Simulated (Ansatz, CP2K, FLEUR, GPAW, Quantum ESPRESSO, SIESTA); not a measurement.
**Code comparison for a sheet of PbO (4 atoms in the cell)**

Self-consistent single point, at a second geometry (lattice scaled in the plane by 0.98). First geometry:

```yaml
crystal:
  lattice:
    - [3.91851, 0.00000, 0.00000]
    - [0.00000, 3.91851, 0.00000]
    - [0.00000, 0.00000, 16.36593]
  atoms:
    - { symbol: Pb, position: [0.50000, 0.00000, 0.57228] }
    - { symbol: Pb, position: [0.00000, 0.50000, 0.42772] }
    - { symbol: O, position: [0.00000, 0.00000, 0.50000] }
    - { symbol: O, position: [0.50000, 0.50000, 0.50000] }
```

Shared settings, as Ansatz (a program for electronic structure) writes them: kpoints.mp_grid.grid = 6 6 1; scf.occupations.method = gaussian; scf.occupations.width = 0.1 eV. Potentials and cutoffs stand in the table.

```json
[
 {"code": "GPAW", "model": "PBE, GPAW PAW datasets PBE (gpaw-data 1.0.1)", "ΔF from the first geometry (meV/atom)": "43.0", "largest force (eV/Å)": "1.611", "gap on the mesh (eV)": "–", "cutoff": "900 eV"},
 {"code": "SIESTA", "model": "GGA PBE, numerical atomic orbitals DZP, PseudoDojo PBE standard norm-conserving potentials (rewritten from UPF to PSML)", "ΔF from the first geometry (meV/atom)": "55.3", "largest force (eV/Å)": "2.064", "gap on the mesh (eV)": "3.056", "cutoff": "grid 350 Ry"},
 {"code": "Quantum ESPRESSO", "model": "PBE, PseudoDojo standard norm-conserving (PBE) pseudopotentials", "ΔF from the first geometry (meV/atom)": "47.4", "largest force (eV/Å)": "1.674", "gap on the mesh (eV)": "2.965", "cutoff": "85 Ry"},
 {"code": "FLEUR", "model": "PBE, all-electron FLAPW (FLEUR), scalar-relativistic valence", "ΔF from the first geometry (meV/atom)": "47.8", "largest force (eV/Å)": "1.632", "gap on the mesh (eV)": "2.981", "cutoff": "Kmax 4.1 1/bohr"},
 {"code": "CP2K", "model": "PBE, GPW, DZVP-MOLOPT-SR-GTH basis, GTH-PBE potentials (GTH_POTENTIALS)", "ΔF from the first geometry (meV/atom)": "52.8", "largest force (eV/Å)": "1.674", "gap on the mesh (eV)": "3.035", "cutoff": "grid 450 Ry"},
 {"code": "Ansatz", "model": "PBE, PAW files", "ΔF from the first geometry (meV/atom)": "47.4", "largest force (eV/Å)": "1.706", "gap on the mesh (eV)": "2.968", "cutoff": "420 eV"}
]
```

A dash marks a value that a program does not give, or that is left out as unsure.

No gap is tabulated for GPAW: it is not read from that output, or partly filled or unconverged empty levels leave it unsure.

Gaps are read on the mesh.

On Ansatz's run: spin-orbit coupling is off.

The spread over the programs that give each value: ΔF from the first geometry within 12.3 meV/atom; largest force within 0.453 eV/Å; gap on the mesh within 0.091 eV.

SIESTA and CP2K use small atom-centred bases, whose incompleteness enters pressures, forces and empty levels differently from a plane-wave cutoff. FLEUR treats all electrons, but the usual bases taken here (sphere radii, linearisation, local orbitals, empty states) were not tested for convergence, so the values are no reference for the others. In the force vectors, SIESTA (by 0.389) lies more than 0.08 eV/Å from the median of the plane-wave programs.

The starting cell was generated: these elements placed on a structure prototype, without a prior relaxation; it need not be a known phase or ordering of this composition. Its lattice was rescaled in the plane by a random factor within 2.5 % of one. For this run, on top of that: lattice scaled in the plane by 0.98.

Keys are those of Ansatz 0.2.
